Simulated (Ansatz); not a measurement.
Here is the system:

```yaml
crystal:
  lattice:
    - [3.52428, 0.00000, 0.00000]
    - [0.00000, 5.45329, 0.00000]
    - [0.00000, 0.00000, 5.65709]
  atoms:
    - { symbol: Ni, position: [0.25000, 0.99523, 0.19040] }
    - { symbol: Ni, position: [0.25000, 0.49523, 0.30960] }
    - { symbol: Ni, position: [0.75000, 0.00477, 0.80960] }
    - { symbol: Ni, position: [0.75000, 0.50477, 0.69040] }
    - { symbol: Ge, position: [0.25000, 0.80940, 0.59061] }
    - { symbol: Ge, position: [0.25000, 0.30940, 0.90939] }
    - { symbol: Ge, position: [0.75000, 0.19060, 0.40939] }
    - { symbol: Ge, position: [0.75000, 0.69060, 0.09061] }
```

No spin polarisation.

Level of theory: Ansatz (a program for electronic structure), r2SCAN, PAW, cutoff 500 eV, no spin-orbit coupling. Settings: 14×9×8 k-points, 0.05 eV Fermi–Dirac smearing.

**Question.** Predict the space group, band gap and pressure.

**Answer.** 
- Space group = Pnma (No. 62)
- Band gap = zero
- Pressure (mean of the normal stresses, compression positive) = -3.6 GPa

The cells carry an imposed strain or load. Whether these cells are dynamically stable was not tested. The final runs are not spin-polarised. The cell was made from NiGe (space group Pnma, No. 62; non-magnetic) by this change: biaxial strain +2.41 %, plane normal [001], relaxed out of plane.
